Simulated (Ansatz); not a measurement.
We consider BN (within 0.1 Å of R3m, No. 160, 2 atoms in the cell; start mp-714851; a measured phase of this formula has another space group), described by LDA (plane waves, PAW; Ansatz, a program for electronic structure).

Numerical settings: plane-wave cutoff 520 eV, 16×16×12 k mesh (along the axes of the cell as run), Fermi–Dirac smearing 0.01 eV, scalar-relativistic PAW data made under PBE.

Cell (relaxed at this level):

```yaml
crystal:
  lattice:
    - [2.47648, 0.00290, 0.24632]
    - [-1.22850, 2.15027, -0.24639]
    - [-0.32713, -1.24874, 3.28656]
  atoms:
    - { symbol: B, position: [0.00853, 0.00888, 0.00603] }
    - { symbol: N, position: [0.67558, 0.34297, 0.00716] }
```

Question: Give the computed band gap and direct gap at Γ.

Answer: 
- band gap: 3.96 eV (on the SCF k mesh)
- direct gap at Γ: 6.42 eV

Static lattice: no zero-point or thermal effects.

It cost around 11 core-minutes (rough) of CPU time.

A start named mp-… is a Materials Project structure, which need not be a measured phase.
